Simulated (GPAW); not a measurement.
# GPAW run on Mo (Im-3m, 1 atom in the cell): self-consistent single point

Method of the run: LDA (Perdew-Wang 92), GPAW PAW datasets LDA (gpaw-data 1.0.1) (plane waves; GPAW).

Input:

```python
from ase import Atoms
from ase.units import GPa
from gpaw import GPAW

atoms = Atoms(['Mo'],
              cell=[[-1.567125, 1.567125, 1.567125],
                    [1.567125, -1.567125, 1.567125],
                    [1.567125, 1.567125, -1.567125]],
              scaled_positions=[[0.000000, 0.000000, 0.000000]],
              pbc=True)

calc = GPAW(mode={'name': 'pw', 'ecut': 550},
            xc='LDA',
            kpts=(13, 13, 13),
            occupations={'name': 'fermi-dirac', 'width': 0.1},
            nbands=-5,
            convergence={'forces': 0.001},
            symmetry={'symmorphic': False, 'tolerance': 0.0005},
            maxiter=100)

atoms.calc = calc

energy = atoms.get_potential_energy()
print('Energy (eV):', round(energy, 6))
forces = atoms.get_forces()
print('Forces (eV/Ang):')
print(forces.round(5))
stress = atoms.get_stress()
print('Stress (GPa, Voigt):', (stress / GPa).round(4))
```

Output, abridged:

```
Input parameters:
  convergence: {forces: 0.001}
  kpts: [13 13 13]
  maxiter: 100
  mode: {ecut: 550,
         name: pw}
  nbands: -5
  occupations: {name: fermi-dirac,
                width: 0.1}
  symmetry: {symmorphic: False,
             tolerance: 0.0005}

species:
  Mo:
    name: Molybdenum
    Z: 42.0
    valence: 14
    core: 28
    charge: 0.0
    file: Mo.LDA.gz

    # Using partial waves for Mo as LCAO basis

Reference energy: -110019.813038  # eV

Spin-paired calculation

Convergence criteria:
 Maximum [total energy] change in last 3 cyles: 0.0005 eV / valence electron
 Maximum integral of absolute [dens]ity change: 0.0001 electrons / valence electron
 Maximum integral of absolute [eigenst]ate change: 4e-08 eV^2 / valence electron
 Maximum change in the atomic [forces] across last 2 cycles: 0.001 eV/Ang OR
Maximum error relative to the maximum force is below inf
 Maximum number of scf [iter]ations: 100

Symmetries present (total): 48
Symmetries with fractional translations: 0
2197 k-points: 13 x 13 x 13 Monkhorst-Pack grid
84 k-points in the irreducible part of the Brillouin zone
       k-points in crystal coordinates                weights
   0:     0.00000000    0.00000000    0.00000000          1/2197
   1:     0.07692308    0.00000000    0.00000000         12/2197
   2:     0.07692308    0.07692308   -0.07692308          6/2197
   [... 7 lines left out ...]
          ...
  83:     0.46153846    0.46153846    0.46153846          8/2197

Wave functions: Plane wave expansion
  Cutoff energy: 550.000 eV
  Number of coefficients (min, max): 429, 466
  Pulay-stress correction: 0.000000 eV/Ang^3 (de/decut=0.000000)

Occupation numbers: Fermi-Dirac:
  width: 0.1000  # eV

Eigensolver

Densities:
  Coarse grid: 15*15*15 grid
  Fine grid: 30*30*30 grid
  Total Charge: 0.000000

Density mixing:
  Method: separate
  Backend: pulay
  Linear mixing parameter: 0.05
  old densities: 5
  Damping of long wavelength oscillations: 50

Hamiltonian:
  XC and Coulomb potentials evaluated on a 30*30*30 grid
  External potential:
    NoExternalPotential

Number of atoms: 1
Number of atomic orbitals: 13
Number of bands in calculation: 12
Number of valence electrons: 14
Bands to converge: occupied

Density initialized from atomic densities
  12 bands from LCAO basis set

Atomic positions and initial magnetic moments

Positions:
   0 Mo     0.000000    0.000000    0.000000    ( 0.0000,  0.0000,  0.0000)

Unit cell:
           periodic     x           y           z      points  spacing
  1. axis:    yes   -1.567125    1.567125    1.567125    15     0.1477
  2. axis:    yes    1.567125   -1.567125    1.567125    15     0.1477
  3. axis:    yes    1.567125    1.567125   -1.567125    15     0.1477

  Lengths:   2.714340   2.714340   2.714340
  Angles:  109.471221 109.471221 109.471221

Effective grid spacing dv^(1/3) = 0.1658

     iter     time        total  log10-change:
                         energy   eigst   dens  force
iter:   1 --:--:--   -13.451103
iter:   2 --:--:--   -13.324783   -0.68  -1.18
iter:   3 --:--:--   -12.547734   -0.64  -1.22
iter:   4 --:--:--   -12.556071   -2.10  -1.99
iter:   5 --:--:--   -12.547326   -1.97  -1.95
iter:   6 --:--:--   -12.523854   -2.79  -2.15
iter:   7 --:--:--   -12.523542   -4.19  -2.94
iter:   8 --:--:--   -12.523397c  -4.56  -3.20
iter:   9 --:--:--   -12.523400c  -6.13  -3.74
iter:  10 --:--:--   -12.523390c  -5.73  -3.71
iter:  11 --:--:--   -12.523389c  -7.97c -4.74c
iter:  12 --:--:--   -12.523389c  -8.96c -5.27c -29.21c

Converged after 12 iterations.

Dipole moment: (-0.000000, 0.000000, 0.000000) |e|*Ang

Energy contributions relative to reference atoms: (reference = -110019.813038)

Kinetic:        -12.311950
Potential:       +7.018931
External:        +0.000000
XC:              -6.999447
Entropy (-ST):   -0.022128
Local:           -0.219859
SIC:             +0.000000
--------------------------
Free energy:    -12.534453
Extrapolated:   -12.523389

Showing only first 2 kpts
 Kpt  Band  Eigenvalues  Occupancy
  0     5     12.14141    2.00000
  0     6     12.14141    2.00000
  0     7     12.14141    2.00000
  0     8     15.14958    0.00000

  1     5     11.99412    2.00000
  1     6     12.11513    2.00000
  1     7     12.38942    1.99999
  1     8     14.93966    0.00000

Fermi level: 13.60651

No gap
No difference between direct/indirect transitions
Energy (eV): -12.523389

Forces in eV/Ang:
  0 Mo   -0.00000    0.00000    0.00000

Stress tensor:
     0.045934    -0.000000     0.000000
    -0.000000     0.045934     0.000000
     0.000000     0.000000     0.045934
Stress (GPa, Voigt): [ 7.3594  7.3594  7.3594  0.      0.     -0.    ]
```

The run converged in 12 iterations. GPAW prints stress with tension positive.

The starting cell has typed, rounded lattice constants, without a prior relaxation at this level. Its lattice was rescaled by up to half a per cent. Spin polarisation is off. With a pressure of about -7 GPa the cell is away from its equilibrium volume at this level.
